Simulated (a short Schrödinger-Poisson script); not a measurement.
Stack: MOS inversion layer, Al2O3 on p-type GaN, at 400 K.

| layer | material | thickness (nm) | Na (cm⁻³) |
|---|---|---|---|
| 1 | Al2O3 | 2.5 | - |
| 2 | GaN | 900 | 4.8e17 |

The device is made up for the run: typed textbook-type constants, with dimensions and the other settings drawn at random. Al2O3: permittivity 9, conduction-band edge (eV) 2.75, gap (eV) 6.8, electron mass (mₑ) 0.3. GaN: permittivity 9.5, conduction-band edge (eV) 0, gap (eV) 3.43, Nv at 300 K (cm⁻³) 4.6e19.

Channel valleys (confinement mass, in-plane density-of-states mass, number): Γ 0.2, 0.2, 1. At the gate the conduction-band edge of layer 1 lies 2.95 eV − eVg above the Fermi level of the channel; the field vanishes at the back. Gaps are held at their typed values at every temperature. Mesh 0.03 nm at interfaces.

From a short Schrödinger-Poisson script (our own, NumPy): 1D Poisson equation in equilibrium, electrons quantum, Hartree (BenDaniel-Duke, 12 states a valley, the channel's in-plane mass for all, wave functions free to enter the dielectric), parabolic valleys, classical holes, full ionisation, no traps, pinning or gate leakage.

The same stack at other levels of the model or other numerical settings:

| run | sheet density of all electrons at Vg = 1.1 V (cm⁻²) | sheet density of all electrons at Vg = 0.5 V (cm⁻²) | capacitance at Vg = 1.1 V (μF/cm²) | centroid of the channel electrons at Vg = 1.1 V (nm) | rough cost against the base |
|---|---|---|---|---|---|
| base | 5.73e12 | 6.83e10 | 1.95 | 1.53 | about 1 |
| electrons treated as classical, Boltzmann | 1.03e13 | 7.42e11 | ___ | 0.30 | 0.04 |
| electrons treated as classical, Fermi-Dirac | 7.19e12 | 5.66e11 | 2.04 | 0.83 | 0.3 |
| electrons treated as quantum, Hartree plus LDA exchange-correlation | 6.31e12 | ___ | 2.03 | ___ | 2 |
| mesh six times as coarse | 5.69e12 | 6.62e10 | 1.94 | 1.54 | 0.2 |
| one subband a valley | 5.72e12 | 6.80e10 | 1.95 | 1.52 | 0.6 |

**Question.** Some entries are withheld; supply them.

**Answer.** 
- electrons treated as quantum, Hartree plus LDA exchange-correlation, sheet density of all electrons at Vg = 0.5 V (cm⁻²): 9.19e10
- electrons treated as quantum, Hartree plus LDA exchange-correlation, centroid of the channel electrons at Vg = 1.1 V (nm): 1.48
- electrons treated as classical, Boltzmann, capacitance at Vg = 1.1 V (μF/cm²): 2.87

The classical rows ignore confinement, and Boltzmann statistics overrate the density once the band edge passes the Fermi level.

In real p-type GaN the Mg acceptor is only partly ionised, and so wide a gap doesn't supply an inversion layer without source and drain.
